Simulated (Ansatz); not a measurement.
Input:

```
N4Si3
1.0
    7.62479     0.00000     0.00000
   -3.81239     6.60326     0.00000
    0.00000     0.00000     2.91038
Si N
6 8
Direct
  0.23243   0.82605   0.75000
  0.76757   0.17395   0.25000
  0.40638   0.23243   0.25000
  0.59362   0.76757   0.75000
  0.17395   0.40638   0.75000
  0.82605   0.59362   0.25000
  0.33333   0.66667   0.75000
  0.66667   0.33333   0.25000
  0.97037   0.67000   0.75000
  0.02963   0.33000   0.25000
  0.30038   0.97037   0.25000
  0.69962   0.02963   0.75000
  0.33000   0.30038   0.75000
  0.67000   0.69962   0.25000
```

Calculation: PBEsol, rigid bands (plane waves, PAW, scalar-relativistic; Ansatz, an electronic-structure program). Geometry: cell and atoms relaxed with PBEsol.

What conductivity effective mass do dilute electrons have at 300 K?

1.47 (x), 1.47 (y), 0.22 (z) mₑ.

What conductivity effective mass do dilute holes have at 300 K?

0.90 (x), 0.90 (y), 1.90 (z) mₑ.

And the band gap?

4.19 eV at this level; semilocal functionals usually fall short of the measured gap.

Rigid bands, one relaxation time for all states, no polarons. Spin-orbit coupling is left out; where it splits the top of the valence band it changes the hole mass and lowers the gap by about a third of the splitting.
